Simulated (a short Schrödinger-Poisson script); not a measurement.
Structure: gated Al0.4Ga0.6N/GaN polarisation-induced gas, at 20 K.

```
layer     material  thickness (nm)  Na (cm⁻³)
-----  -----------  --------------  ---------
1      Al0.4Ga0.6N              25          -
2              GaN            6000       4e15
```

Constants are typed, rounded textbook-type inputs, not results; the design itself was drawn at random and stands for no fabricated device. Al0.4Ga0.6N: permittivity 9.26, conduction-band edge (eV) 0.58, gap (eV) 4.258, electron mass (mₑ) 0.248, Nv at 300 K (cm⁻³) 4.6e19. GaN: permittivity 9.5, conduction-band edge (eV) 0, gap (eV) 3.43, Nv at 300 K (cm⁻³) 4.6e19.

Channel valleys (confinement mass, in-plane density-of-states mass, number): Γ 0.2, 0.2, 1. At the gate the conduction-band edge of layer 1 lies 1.36 eV − eVg above the Fermi level of the channel; the field vanishes at the back. Sheet of polarisation charge: +2e13 e/cm² at 25 nm from the gate. The barrier under the gate holds no holes. Gaps are held at their typed values at every temperature. Mesh 0.08 nm at interfaces.

From a short Schrödinger-Poisson script (our own, NumPy): 1D Poisson equation in equilibrium, electrons quantum, Hartree (BenDaniel-Duke, 40 states a valley, the channel's in-plane mass for all, wave functions free to enter the barrier), parabolic valleys, classical holes, full ionisation, no traps, pinning or gate leakage.

The same stack at other levels of the model or other numerical settings:

| run | sheet density of all electrons at Vg = 0.5 V (cm⁻²) | sheet density of all electrons at Vg = -5.5 V (cm⁻²) | capacitance at Vg = 0.5 V (μF/cm²) | centroid of the channel electrons at Vg = 0.5 V (nm) | rough cost against the base |
|---|---|---|---|---|---|
| base | 1.80e13 | 6.18e12 | 0.319 | 1.53 | about 1 |
| electrons treated as classical, Boltzmann | 1.89e13 | 6.71e12 | 0.327 | 0.10 | 0.01 |
| electrons treated as classical, Fermi-Dirac | 1.80e13 | 6.28e12 | 0.314 | 1.34 | 0.08 |
| electrons treated as quantum, Hartree plus LDA exchange-correlation | 1.81e13 | 6.26e12 | 0.319 | 1.42 | 2 |
| mesh six times as coarse | 1.80e13 | 6.18e12 | 0.319 | 1.47 | 0.2 |
| one subband a valley | 1.79e13 | 6.18e12 | 0.317 | 1.26 | 0.3 |

The classical rows ignore confinement, and Boltzmann statistics overrate the density once the band edge passes the Fermi level.
